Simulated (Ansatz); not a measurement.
For BaAl$_{2}$ (Fd-3m), PBEsol, DFPT electron-phonon coupling, linearised Boltzmann equation in Ansatz (an electronic-structure program) gives a transport coupling λ_tr = 0.569 and a Drude plasma energy ħω_p = 4.82 eV.

Task: Estimate the resistivity at 300 K from the high-temperature formula ρ = 2π λ_tr k_B T / (ħ ε₀ ω_p²), and say how the full Boltzmann solution compares.

Result: The scattering rate is 1/τ = 2π λ_tr k_B T/ħ = 1.40e14 s⁻¹ and ω_p = 7.32e15 s⁻¹, so ρ ≈ 29.6 μΩ·cm. The Boltzmann solution gives 28.8 μΩ·cm, 0.97 times the estimate.

A metal at this level (no band gap). Only scattering by harmonic phonons is included (no impurities, grain boundaries, electron-electron scattering or thermal expansion). Spin-orbit coupling is left out. Halving the electron mesh (20x20x20) moves the resistivity by up to 7 % at 300 K, the coupling by up to 5 %. Smearing 0.20 eV; phonons on a 3x3x3 q mesh, which this run doesn't test.

Computed structure with no diffraction record at hand here (it may be known, metastable or hypothetical): BaAl2 (Fd-3m).
